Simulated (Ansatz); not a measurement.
## What x(Ga) = 0.5, 8 atoms, I-42d does to BAs

The parent structure is BAs in the zinc blende structure (space group F-43m, No. 216; a = 4.768 Å).

The other end (x = 1) is GaAs in the zinc blende structure (space group F-43m, No. 216): 22.65 Å³/atom, gap 0.42 eV.

Perturbation: Ga replaces 50.0 % of the B, ordered in a cell of 8 atoms (starting symmetry I-42d) and fully relaxed.

Computed with Kohn–Sham DFT with the PBEsol functional, run in Ansatz (a program for electronic structure) with PAW and 420 eV plane waves, without spin-orbit coupling. k-mesh 9×9×9 (Γ-centred); smearing 0.05 eV (Fermi–Dirac), for the changed cell.

The volume per atom grows by 3.996 Å³ (13.55 Å³ → 17.54 Å³) and the density increases by 0.20 g/cm³ (5.25 g/cm³ → 5.45 g/cm³). The band gap shrinks by 0.31 eV to 0.77 eV and the gap character (in this cell's own zone, which can be folded) is indirect, Γ → Γ–M (40 % along). The electron mass goes from 1.1 mₑ along k, 0.21 mₑ across (off the special points) to 0.90 mₑ along k, 0.20 mₑ across (off the special points) and the valence-band top at Γ (three highest levels, from the VBM) becomes 0.00, 0.00, -0.02 eV (base: 0.00, 0.00, 0.00 eV). The mixing energy amounts to +92 meV/atom and the bowing parameter b of this ordering, from Eg = [1−x] Eg[0] + x Eg[1] − b x [1−x], amounts to -0.1 eV. The mean first-shell distances amounts to B–As 2.098 Å (end compound 2.065 Å), Ga–As 2.427 Å (end compound 2.450 Å).

Final structure:

```xyz
8
Lattice="-2.6278 2.6278 5.0814 2.6278 -2.6278 5.0814 2.6278 2.6278 -5.0814" Properties=species:S:1:pos:R:3 pbc="T T T"
As     1.3139     3.6587    -1.2703
As     1.3139    -1.0309     3.8110
As     1.5969     1.3139     1.2703
As     1.0309     1.3139     6.3517
Ga     0.0000     0.0000     0.0000
B      0.0000     0.0000     5.0814
Ga     0.0000     2.6278     2.5407
B      2.6278     0.0000     2.5407
```

Cost of the whole job for the changed cell (relaxation, final SCF and bands): around 7 core-minutes (rough).

These are small ordered cells, not random alloys; other orderings at the same x differ. Masses are band curvatures over ±0.01 Å⁻¹ around the edge. Along k means along the line from Γ to the band edge. Stability against distortions was not tested. k-point labels follow each cell's own Brillouin zone.
